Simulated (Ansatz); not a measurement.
A constructed model of the (111) surface of fcc Ag, a pseudomorphic layer of Co in the other hollow (bottom of the slab: a bare face, its two planes held)

Computed with PBE (plane waves to 420 eV, PAW; Ansatz, a quantum-chemistry and plane-wave program).

Model: 7-atom slab, 14.2 Å thick at the start with caps and adatoms, 15x15x1 mesh, Fermi-Dirac 0.1 eV, dipole correction, 2 atoms held, the rest relaxed; symmetry of the start imposed; spin-polarised, ending with about 1.8 μB a cell; orders that need a larger cell were not tried, no spin-orbit, no U. In PBE it is, or lies within 0.01 eV a 1x1 cell of, the lowest of the 2 structures of its composition computed so far; subsurface sites and larger cells were not tried.

```
Property                                         Result
-----------------------------  ------------------------
work function of the top face                   4.75 eV
energy released by relaxation                  0.032 eV
magnetic moment of the cell                     1.84 μB
cost                           roughly 2.7 core-minutes
```
